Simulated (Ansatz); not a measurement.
Consider SrTiO$_{3}$ in the cubic perovskite structure (space group Pm-3m, No. 221).

```xyz
5
Lattice="3.9070 0.0000 0.0000 0.0000 3.9070 0.0000 0.0000 0.0000 3.9070" Properties=species:S:1:pos:R:3 pbc="T T T"
Sr     0.0000     0.0000     0.0000
Ti     1.9535     1.9535     1.9535
O      0.0000     1.9535     1.9535
O      1.9535     1.9535     0.0000
O      1.9535     0.0000     1.9535
```

Cartesian axes are those of the cell as printed.

The values are results of r2SCAN in Ansatz (plane waves to 500 eV, PAW, no SOC), not measurements.

Strains are applied to the cell and any free atomic positions relax; under stress the whole cell relaxes.

One change was made to it. Results:

The energy increases by 7.2 meV/atom; the band gap decreases by 0.09 eV, from 2.26 eV to 2.17 eV; the smallest direct gap shrinks by 0.12 eV to 2.51 eV.

**Question.** What was done to the base?
(A) uniaxial stress, 8 GPa compression along x
(B) uniaxial strain ε_yy = +3.01 %
(C) uniaxial strain ε_zz = +1.08 %
(D) strain tensor (xx, yy, zz, yz, xz, xy) = (+1.34, −1.70, +0.83, +0.64, −0.08, −0.89) %

**Answer.** D, strain tensor (xx, yy, zz, yz, xz, xy) = (+1.34, −1.70, +0.83, +0.64, −0.08, −0.89) %. For comparison, the smallest direct gap in the other runs: uniaxial stress, 8 GPa compression along x gives 2.60 eV; uniaxial strain ε_yy = +3.01 % gives 2.56 eV; uniaxial strain ε_zz = +1.08 % gives 2.60 eV.

Beyond what the load breaks, stability against distortions was not tested. The final runs are not spin-polarised. Many cubic perovskites are stable only at high temperature; tilts and polar distortions were not tested.

Ansatz is a quantum-chemistry and plane-wave program.
